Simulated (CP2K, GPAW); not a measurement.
A GPAW input for a self-consistent single point of KMnF3 (Pm-3m, 5 atoms in the cell) (DFT LDA (Perdew-Wang 92), plane waves, GPAW PAW datasets LDA (gpaw-data 1.0.1)):

```python
from ase import Atoms
from ase.units import GPa
from gpaw import GPAW, PW, FermiDirac

atoms = Atoms(['K', 'Mn', 'F', 'F', 'F'],
              cell=[[4.182680, 0.000000, 0.000000],
                    [0.000000, 4.182680, 0.000000],
                    [0.000000, 0.000000, 4.182680]],
              scaled_positions=[[0.500000, 0.500000, 0.500000],
                                [0.000000, 0.000000, 0.000000],
                                [0.500000, 0.000000, 0.000000],
                                [0.000000, 0.500000, 0.000000],
                                [0.000000, 0.000000, 0.500000]],
              pbc=True)

atoms.set_initial_magnetic_moments([0.0, 4.0, 0.0, 0.0, 0.0])

calc = GPAW(spinpol=True,
            mode=PW(900),
            xc='LDA',
            kpts={'size': (4, 4, 4), 'gamma': True},
            occupations=FermiDirac(0.02),
            nbands=-6,
            convergence={'bands': -4},
            symmetry={'symmorphic': False, 'tolerance': 0.0005},
            maxiter=120,
            txt='-')

atoms.calc = calc

energy = atoms.get_potential_energy()
print('Energy (eV):', round(energy, 6))
forces = atoms.get_forces()
print('Forces (eV/Ang):')
print(forces.round(5))
stress = atoms.get_stress()
print('Stress (GPa, Voigt):', (stress / GPa).round(4))
```

Problem. Translate this input to CP2K.

Solution. This is the input that was run; spellings and numerical settings could be chosen otherwise.

```
&GLOBAL
  PROJECT calc
  RUN_TYPE ENERGY_FORCE
  PRINT_LEVEL LOW
&END GLOBAL
&FORCE_EVAL
  METHOD Quickstep
  STRESS_TENSOR ANALYTICAL
  &DFT
    BASIS_SET_FILE_NAME BASIS_MOLOPT
    POTENTIAL_FILE_NAME GTH_POTENTIALS
    UKS T
    MULTIPLICITY 6
    &QS
      METHOD GPW
      EPS_DEFAULT 1E-10
    &END QS
    &MGRID
      CUTOFF 600
      REL_CUTOFF 50
      NGRIDS 5
    &END MGRID
    &SCF
      SCF_GUESS ATOMIC
      EPS_SCF 1E-6
      MAX_SCF 100
      ADDED_MOS 9 9
      &DIAGONALIZATION
        ALGORITHM STANDARD
      &END DIAGONALIZATION
      &MIXING
        METHOD BROYDEN_MIXING
        ALPHA 0.3
        NBUFFER 12
        BETA 1.5
      &END MIXING
      &SMEAR ON
        METHOD FERMI_DIRAC
        ELECTRONIC_TEMPERATURE [K] 232.09
      &END SMEAR
    &END SCF
    &KPOINTS
      SCHEME MONKHORST-PACK 4 4 4
      GAMMA_CENTERED T
    &END KPOINTS
    &XC
      &XC_FUNCTIONAL PADE
      &END XC_FUNCTIONAL
    &END XC
    &PRINT
      &MO
        EIGENVALUES T
        OCCUPATION_NUMBERS T
        NDIGITS 8
        FILENAME mo
        &EACH
          QS_SCF 0
        &END EACH
        ADD_LAST NUMERIC
      &END MO
      &MULLIKEN ON
      &END MULLIKEN
    &END PRINT
  &END DFT
  &SUBSYS
    &CELL
      A 4.18268000 0.00000000 0.00000000
      B 0.00000000 4.18268000 0.00000000
      C 0.00000000 0.00000000 4.18268000
      PERIODIC XYZ
    &END CELL
    &COORD
      SCALED
      K        0.50000000     0.50000000     0.50000000
      Mn       0.00000000     0.00000000     0.00000000
      F        0.50000000     0.00000000     0.00000000
      F        0.00000000     0.50000000     0.00000000
      F        0.00000000     0.00000000     0.50000000
    &END COORD
    &KIND K
      BASIS_SET DZVP-MOLOPT-SR-GTH-q9
      POTENTIAL GTH-PADE-q9
    &END KIND
    &KIND Mn
      BASIS_SET DZVP-MOLOPT-SR-GTH-q15
      POTENTIAL GTH-PADE-q15
      MAGNETIZATION 4
    &END KIND
    &KIND F
      BASIS_SET DZVP-MOLOPT-SR-GTH-q7
      POTENTIAL GTH-PADE-q7
    &END KIND
  &END SUBSYS
  &PRINT
    &FORCES ON
    &END FORCES
    &STRESS_TENSOR ON
    &END STRESS_TENSOR
  &END PRINT
&END FORCE_EVAL
```

Basis, cutoffs, solver keys and any potentials are the target program's own. This input uses DFT LDA (Pade form), GPW, DZVP-MOLOPT-SR-GTH basis, GTH-PADE potentials (GTH_POTENTIALS). LDA parametrisations can differ slightly between programs.

The starting cell comes from a database of computed structures (which also holds hypothetical and non-ambient phases and stackings), without a prior relaxation at this level.
